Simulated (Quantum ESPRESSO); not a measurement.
A short convergence ladder for La (P3m1, 4 atoms in the cell)

```xyz
4
Lattice="1.8756 -3.2486 0.0000 1.8756 3.2486 0.0000 0.0000 0.0000 12.0992" Properties=species:S:1:pos:R:3 pbc="T T T"
La     0.0000     0.0000     6.0996
La     0.0000     0.0000     0.0000
La     1.8756     1.0829     3.0248
La     1.8756    -1.0829     9.0744
```

Base method: PBEsol, GBRV 1.5 ultrasoft (PBESOL) pseudopotentials (plane waves; Quantum ESPRESSO).

Base settings: ecutwfc = 40 Ry; ecutrho = 200 Ry; occupations = smearing; smearing = fd; degauss = 0.0073499 Ry; potentials = {La: la_pbesol_v1.uspp.F.UPF}; K_POINTS = automatic 5 5 2 0 0 0; conv_thr = 1e-09 Ry; mixing_beta = 0.3.

The count of work is k-points × plane waves × bands × iterations; it is no time. Core times come from one kind of shared machine, to one figure; runs under 30 s give none.

**The k-point mesh**

Only quantities that move along the ladder and can be compared are tabulated.

```tsv
K_POINTS	free energy less the last step's (meV/atom)	pressure (GPa)	largest difference of a force vector from the last step's (eV/Å)	count of work / last	core time / last (rough)
automatic 2 2 1 0 0 0	-995.99	-8.28	0.146	0.20	0.5
automatic 4 4 1 0 0 0	74.54	-1.08	0.040	0.40	0.6
automatic 4 4 2 0 0 0	32.19	-1.35	0.040	0.84	1.0
automatic 5 5 2 0 0 0	0.00	-1.41	0.000	1.0	1
```

Coarsest K_POINTS that holds the free energy within 5 meV/atom: not settled: the last two steps still differ by 32 meV/atom, over half the tolerance, so the ladder does not show it.

Coarsest K_POINTS that holds the pressure within 0.5 GPa of the last step, with all finer ones: automatic 4 4 1 0 0 0, at 0.40 of the last step's count of work; the step before is off by 6.9 GPa.

Coarsest K_POINTS that holds the forces within 0.02 eV/Å: not settled: the last two steps still differ by 0.040 eV/Å, over half the tolerance, so the ladder does not show it.

On the base run: the starting cell has typed, rounded lattice constants, without a prior relaxation at this level. Its lattice was rescaled by up to half a per cent. One atom was moved a little off its site on purpose. Without a gap this mesh is coarse (it stands for a supercell whose shortest vector is 19 Å).
